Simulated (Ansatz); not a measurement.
**AlSnSiN (model structure, started from the AlSiCN type, R3m, No. 160, 4 atoms in the cell): lattice parameter c by level of theory**

No measured value is used here.

| level (code) | value (Å) |
|---|---|
| LDA (Ansatz) | 18.470 |
| PBE (Ansatz) | 18.684 |
| PBEsol (Ansatz) | 18.609 |
| r²SCAN (Ansatz) | 18.505 |

Cutoffs differ between the levels. Ansatz's density-functional and Hartree–Fock values are scalar-relativistic unless marked +SOC, with PAW data made under PBE.

A model structure was made by putting elements into a prototype or built by hand; it is no filed structure, need not be a known phase, and can be a saddle point held by its symmetry.

Ansatz is an electronic-structure program.
